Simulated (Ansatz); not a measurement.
Defect: interstitial Y in corundum, charge state +3. The step: a direct jump of one Y atom (a rearrangement that moves the defect's centre by under 1 Å); the atom moves 0.80 Å along (0.00, 0.00, 0.06) of the unit cell; the moving atom starts with neighbours 3 O at 2.01, 3 O at 2.46 Å and ends with 3 O at 2.01, 3 O at 2.46 Å. DFT values are from Ansatz (plane-wave PAW, 420 eV unless said) in a cell of 120 host sites, spin-restricted, static, with no finite-size correction. The charge state is imposed; whether it is stable for some Fermi level was not computed. Sites that were not tried may lie lower. For the PBE band: the saddle point's order was not checked, and it lies on a symmetry element of the cell, where a band can be held.

| Level | Forward barrier (eV) | Cost of the band or of the saddle's single point |
|---|---|---|
| CHGNet universal potential (has no charge state), its own band | 0.16 | - |
| PBE, the Γ point alone, band relaxed | 0.08 | roughly 22 core-minutes |
| PBE, a 2×2×2 k-point mesh shifted by half a step along c, same geometries | 0.08 | about 4 core-minutes (a rough figure) |
| r2SCAN at 500 eV, the Γ point alone, same geometries | ___ | around 100 core-seconds (rough) |

Problem. What belongs in the gaps?

Solution. 
- r2SCAN at 500 eV, the Γ point alone, same geometries, Forward barrier (eV): 0.09

Ansatz is an electronic-structure program.
